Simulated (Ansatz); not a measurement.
Consider Zn vacancy in wurtzite ZnO, charge state -2. The step: one Zn atom jumps into the vacancy from a nearby Zn site; the atom moves 3.16 Å along (-0.65, -0.33, 0.49) of the unit cell; the moving atom starts with neighbours O at 1.91, O at 2.00, 2 O at 2.05 Å and ends with O at 1.90, 2 O at 2.00, O at 2.06 Å. DFT values are from Ansatz (plane-wave PAW, 420 eV unless said) in a cell of 72 host sites, spin-restricted, static, with no finite-size correction. The charge state is imposed; whether it is stable for some Fermi level was not computed. Forms of the defect that were not tried may lie lower. For the PBE band: the program found a first-order saddle point.

```csv
Level,Forward barrier (eV),Cost of the band or of the saddle's single point
"CHGNet universal potential (has no charge state), its own band",0.87,-
"PBE, one k-point at (0.125, 0.250, 0.250), band relaxed",0.88,around 25 core-minutes (rough)
"PBE, a 2×2×2 k-point mesh shifted by half a step along c, same geometries",0.88,roughly 110 core-seconds
"r2SCAN at 500 eV, one k-point at (0.125, 0.250, 0.250), same geometries",?,very roughly 60 core-seconds
```

Complete the blanks.


- r2SCAN at 500 eV, one k-point at (0.125, 0.250, 0.250), same geometries, Forward barrier (eV): 0.96

Ansatz is a program for electronic structure.
